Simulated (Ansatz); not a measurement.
## W under load (space group Im-3m): resistivity and electron-phonon coupling

Consider the following.

```
CELL_PARAMETERS angstrom
     -1.56958     1.56958     1.56958
      1.56958    -1.56958     1.56958
      1.56958     1.56958    -1.56958
ATOMIC_POSITIONS crystal
  W  0.00000 0.00000 0.00000
```

Level of theory: PBEsol, DFPT electron-phonon coupling, linearised Boltzmann equation (plane waves, PAW, scalar-relativistic; Ansatz, a first-principles code). Condition of this run: hydrostatic pressure 5 GPa (the target of the relaxation). How the cell was made: relaxed with this functional, without spin-orbit coupling, then loaded as said.

resistivity at 300 K: 4.8 μΩ·cm
resistivity times mean free path for one path shared by all states (from the Fermi surface's area): 7.6 ×10⁻¹⁶ Ω·m²
electron-phonon coupling λ: 0.29
transport coupling λ_tr: 0.29
logarithmic mean phonon energy: 19.7 meV
density of states at the Fermi level: 0.22 states/(eV·spin·cell)
Drude plasma energy: 8.0 eV
Hall coefficient at 300 K: 14.7 ×10⁻¹¹ m³/C

A metal at this level (no band gap). Only scattering by harmonic phonons is included (no impurities, grain boundaries, electron-electron scattering or thermal expansion). Spin-orbit coupling is left out, which matters with elements this heavy. The self-energy correction of the phonons between q points moved λ by about 4 %. The squared frequency of the phonon mode least converged on the k mesh is uncertain by about 18 %. The run warned that the eigensolver left some states short of its tolerance. Halving the electron mesh (36x36x36) moves the resistivity by up to 9 % at 300 K, the coupling by up to 4 %. Smearing 0.20 eV; phonons on a 6x6x6 q mesh, which this run doesn't test and which matters most at low temperature.
